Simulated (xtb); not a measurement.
xtb 6.7.1, GFN2-xTB: c1cc(-c2ccc3c(c2)oc2ccccc23)cc(-c2scc3c2OCCO3)c1, 44 atoms. The geometry is a generated start, not checked to be a minimum at this level.

```json
{
 "run_flags": "--grad",
 "method": "GFN2-xTB",
 "--acc": "1 (default)",
 "--etemp (K)": "300 (default)",
 "basis_functions": "134",
 "valence_electrons": "136"
}
```

One run each on 1 thread. Values of broydamp tried: 0.02, 0.05, 0.1, 0.2, 0.4 (default), 0.6, 0.8, 1.

**Question.** Predict the course of the SCC iterations along this series.

**Answer.** Fewest SCC iterations, within one of each other: 0.2 with 13, 0.4 (default) with 12, 0.6 with 12, 0.8 with 13, 1 with 13. The count rises to 19 at 0.02. All converge to one solution.

```
broydamp       SCC iterations            end
-------------  --------------  -------------
0.02                       19  same solution
0.05                       16  same solution
0.1                        15  same solution
0.2                        13  same solution
0.4 (default)              12  same solution
0.6                        12  same solution
0.8                        13  same solution
1                          13  same solution
```
